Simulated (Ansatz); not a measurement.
# Ru2Si (model structure, started from the Cu2Sb type, P4/nmm, No. 129, 6 atoms in the cell)

Level of theory: PBEsol (Ansatz, an electronic-structure program, PAW).

Settings: plane-wave cutoff 520 eV, 14×14×10 k mesh (along the axes of the cell as run), Fermi–Dirac smearing 0.05 eV, no spin polarisation, scalar-relativistic PAW data made under PBE.

Cell (relaxed at this level):

Space group P4/nmm, origin choice 1 (No. 129); a = 3.7116 Å, b = 3.7116 Å, c = 5.9147 Å, α = 90.00°, β = 90.00°, γ = 90.00°

| atom | site | symmetry | x | y | z |
|---|---|---|---|---|---|
| Ru | 2a | -4m2 | 0.0000 | 0.0000 | 0.0000 |
| Ru | 2c | 4mm | 0.5000 | 0.0000 | 0.3355 |
| Si | 2c | 4mm | 0.0000 | 0.5000 | 0.2737 |

* **bulk modulus B0**: 256 GPa

Note: the run has no spin polarisation, so it can have missed a magnetic state; the bulk modulus is −V dP/dV from two relaxed cells at ±2 % in volume; the relaxation could raise the start's symmetry but not lower it, so the cell can be a saddle point.

Computed values are for the static lattice.

It cost roughly 9 core-minutes of CPU time.

A model structure was made by putting elements into a prototype or built by hand; it is no filed structure, need not be a known phase, and can be a saddle point held by its symmetry.
